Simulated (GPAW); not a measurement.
Band structure of Bi (P2_1/m, 4 atoms in the cell).

```
CELL_PARAMETERS angstrom
      4.51733     0.00000     0.00000
      0.00000     4.48236     0.00000
     -1.48056     0.00000     6.50406
ATOMIC_POSITIONS crystal
  Bi 0.85569 0.25000 0.78518
  Bi 0.14431 0.75000 0.21482
  Bi 0.67717 0.25000 0.31790
  Bi 0.32283 0.75000 0.68210
```

Computed with LDA (Perdew-Wang 92), GPAW PAW datasets LDA (gpaw-data 1.0.1) (plane waves; GPAW).

Settings: mode = pw; ecut = 600 eV; xc = LDA; kpts = 5 4 3; mesh shift (steps) = 0 0 0; occupations.name = methfessel-paxton; occupations.width = 0.136 eV; occupations.order = 0; nbands = -10; convergence.density = 1e-05 e/electron; symmetry.symmorphic = false; symmetry.tolerance = 0.0005; maxiter = 100; bandpath_npoints = 40.

The starting cell comes from a database of computed structures (which also holds hypothetical and non-ambient phases and stackings), without a prior relaxation at this level. Its lattice was rescaled by a random factor within 2.5 % of one. Spin-orbit coupling is off.

Levels in eV from the Fermi level, bands 27 to 34:
```json
[
 {"point": "Γ", "27": "-2.81", "28": "-2.01", "29": "-1.07", "30": "-0.58", "31": "2.66", "32": "2.96", "33": "2.96", "34": "3.44"},
 {"point": "Y", "27": "-2.26", "28": "-2.09", "29": "-2.06", "30": "-1.27", "31": "0.65", "32": "2.85", "33": "3.03", "34": "3.08"},
 {"point": "H", "27": "-1.54", "28": "-0.91", "29": "-0.70", "30": "-0.48", "31": "-0.15", "32": "0.01", "33": "0.42", "34": "1.35"},
 {"point": "C", "27": "-1.33", "28": "-0.96", "29": "-0.71", "30": "-0.46", "31": "0.09", "32": "0.33", "33": "0.76", "34": "1.18"},
 {"point": "E", "27": "-4.01", "28": "-4.01", "29": "-1.16", "30": "-1.16", "31": "0.99", "32": "0.99", "33": "4.05", "34": "4.05"},
 {"point": "M1", "27": "-3.65", "28": "-3.65", "29": "-1.57", "30": "-1.57", "31": "1.45", "32": "1.45", "33": "3.00", "34": "3.00"},
 {"point": "A", "27": "-3.65", "28": "-3.65", "29": "-2.23", "30": "-2.23", "31": "1.15", "32": "1.15", "33": "4.64", "34": "4.64"},
 {"point": "X", "27": "-1.17", "28": "-1.11", "29": "-0.87", "30": "-0.78", "31": "0.54", "32": "0.87", "33": "1.11", "34": "1.44"},
 {"point": "D", "27": "-1.22", "28": "-1.22", "29": "-0.97", "30": "-0.97", "31": "0.20", "32": "0.20", "33": "0.78", "34": "0.78"}
]
```

Bands cross the Fermi level along this path, so the cell is metallic at this level.
